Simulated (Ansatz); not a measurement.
The starting structures come from a database of crystals and need not be the phases stable at ambient conditions.

 Where the default PAW files enter, the runs use the earlier of Ansatz's two default sets.

Here is the system:

```yaml
crystal:
  lattice:
    - [6.23127, 0.00000, 0.00000]
    - [0.00000, 8.81234, 0.00000]
    - [3.11563, 4.40617, 3.11563]
  atoms:
    - { symbol: Cd, position: [0.50000, 0.25000, 0.00000] }
    - { symbol: Cd, position: [0.00000, 0.00000, 0.00000] }
    - { symbol: Rh, position: [0.25000, 0.62500, 0.50000] }
    - { symbol: Rh, position: [0.75000, 0.62500, 0.00000] }
    - { symbol: Rh, position: [0.75000, 0.12500, 0.50000] }
    - { symbol: Rh, position: [0.25000, 0.62500, 0.00000] }
    - { symbol: O, position: [0.71372, 0.85686, 0.57256] }
    - { symbol: O, position: [0.21372, 0.39314, 0.00000] }
    - { symbol: O, position: [0.28628, 0.42942, 0.42744] }
    - { symbol: O, position: [0.78628, 0.39314, 0.00000] }
    - { symbol: O, position: [0.28628, 0.85686, 0.00000] }
    - { symbol: O, position: [0.78628, 0.39314, 0.42744] }
    - { symbol: O, position: [0.71372, 0.85686, 0.00000] }
    - { symbol: O, position: [0.21372, 0.82058, 0.57256] }
```

Space group of this cell: Fd-3m, spinel. The cell is taken as given; by r2SCAN its mean pressure is -0.9 GPa.

Transport runs along the normal of the first two printed cell vectors, the (110) plane of the conventional cell.

The gap is the functional's own. No spin-orbit coupling. Mid-gap values are interpolated on the energy grid.

Problem. State the band gap and the smallest decay constant κ at mid-gap according to r2SCAN run with Ansatz (a quantum-chemistry and plane-wave program).

Solution. Gap 1.28 eV on a 10×10×10 mesh; κ = 0.243 1/Å, at (0.500, 0.000) of the in-plane reciprocal vectors. At the zone centre, at the nearest computed energy, the slowest state has κ = 0.29 1/Å.
